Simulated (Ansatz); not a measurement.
System: 1T (CdI2-type) PtTe₂. Method: PBEsol (Ansatz, an electronic-structure program, PAW).

Run with plane-wave cutoff 520 eV, 18×18×12 k mesh (along the axes of the cell as run), Fermi–Dirac smearing 0.05 eV, scalar-relativistic PAW data made under PBE.

Energies at three volumes about the minimum:

| V (Å³/atom) | E − E_lowest (meV/atom) |
|---|---|
| 23.779 | 1.94 |
| 24.264 | 0.00 |
| 24.749 | 1.67 |

Q: Fit a parabola by hand: where is the minimum, and what is the bulk modulus?

A: Slopes: (0.00 − 1.94)/(24.264 − 23.779) = -4.000 and (1.67 − 0.00)/(24.749 − 24.264) = 3.443 meV/Å³. Curvature E″ = 2 × (3.443 − (-4.000))/(24.749 − 23.779) = 15.346 meV/Å⁶. From the middle of the first interval, the slope vanishes at V0 = 24.0215 − (-4.000)/15.346 = 24.282 Å³/atom. B = V0 E″ = 24.282 × 15.346 meV/Å³ × 0.1602 GPa per meV/Å³ = 59.7 GPa. The full Birch–Murnaghan fit to all volumes gives V0 = 24.264 Å³/atom and B0 = 59.1 GPa.

Shape and atoms are relaxed at each volume.

Note: the cell comes from a level without a dispersion term, which matters for the spacing of layers, chains or molecules.
